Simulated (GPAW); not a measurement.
# A short convergence ladder for LuP (Fm-3m, 2 atoms in the cell)

```
LuP
1.0
    0.00000     2.74805     2.74805
    2.74805     0.00000     2.74805
    2.74805     2.74805     0.00000
Lu P
1 1
Cartesian
  0.00000   0.00000   0.00000
  2.74805   2.74805   2.74805
```

Base method: LDA (Perdew-Wang 92), GPAW PAW datasets LDA (gpaw-data 1.0.1) (plane waves; GPAW).

Base settings: mode = pw; ecut = 850 eV; xc = LDA; kpts = 5 5 5; mesh shift (steps) = 0 0 0; occupations.name = fermi-dirac; occupations.width = 0.1 eV; nbands = -8; convergence.density = 1e-05 e/electron; symmetry.symmorphic = false.

Core times come from one kind of shared machine, to one figure; runs under 30 s give none.

**The force threshold of a relaxation**

On LuP (I4mm, 2 atoms in the cell): one atom moved by 0.15 angstrom.

In this ladder: optimizer = BFGS.

The mesh stays at the base's, so the ladder's end is converged at best in this setting alone.

Only quantities that move along the ladder and can be compared are tabulated.

| fmax | free energy less the last step's (meV/atom) | largest force left (eV/Å) | relaxation steps | core time / last (rough) |
|---|---|---|---|---|
| 0.2 eV/Å | 0.76 | 0.1301 | 2 | 0.5 |
| 0.1 eV/Å | 0.00 | 0.0038 | 3 | 0.5 |
| 0.05 eV/Å | 0.00 | 0.0038 | 3 | 0.5 |
| 0.03 eV/Å | 0.00 | 0.0038 | 3 | 0.6 |
| 0.02 eV/Å | 0.00 | 0.0038 | 3 | 0.5 |
| 0.01 eV/Å | 0.00 | 0.0038 | 3 | 0.4 |
| 0.005 eV/Å | 0.00 | 0.0038 | 3 | 0.6 |
| 0.002 eV/Å | 0.00 | 0.0017 | 4 | 0.6 |
| 0.001 eV/Å | 0.00 | 0.0005 | 12 | 1 |

Coarsest fmax that holds the free energy within 0.05 meV/atom of the last step, with all finer ones: 0.1 eV/Å; the step before is off by 0.76 meV/atom.

Coarsest fmax that holds the largest force left within 0.01 eV/Å of the last step, with all finer ones: 0.1 eV/Å; the step before is off by 0.13 eV/Å.

On the base run: the starting cell comes from a database of computed structures (which also holds hypothetical and non-ambient phases and stackings), without a prior relaxation at this level. Its lattice was rescaled by up to half a per cent. In the base run, with a pressure of about -5 GPa the cell is away from its equilibrium volume at this level. The run gives no clean gap (levels at the Fermi energy touch, overlap or are partly filled at this smearing), which alone does not show that the compound is a metal.
